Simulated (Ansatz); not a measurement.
We consider CaO (model structure, started from the CsCl type, Pm-3m, No. 221, 2 atoms in the cell; like a known high-pressure phase), described by LDA (Ansatz, an electronic-structure program, PAW).

Run with plane-wave cutoff 520 eV, 12×12×12 k mesh, Fermi–Dirac smearing 0.01 eV, scalar-relativistic PAW data made under PBE.

Cell (relaxed at this level):

Space group Pm-3m (No. 221); a = b = c = 2.8477 Å, α = β = γ = 90.00°

```csv
atom,site,symmetry,x,y,z
Ca,1a,m-3m,0.0000,0.0000,0.0000
O,1b,m-3m,0.5000,0.5000,0.5000
```

Question: Estimate the band gap and smallest direct gap on the k points sampled that the calculation returns.

Answer: 
* **band gap**: 2.58 eV (indirect)
* **smallest direct gap on the k points sampled**: 2.87 eV

Static lattice: no zero-point or thermal effects.

A model structure was made by putting elements into a prototype or built by hand; it is no filed structure, need not be a known phase, and can be a saddle point held by its symmetry.
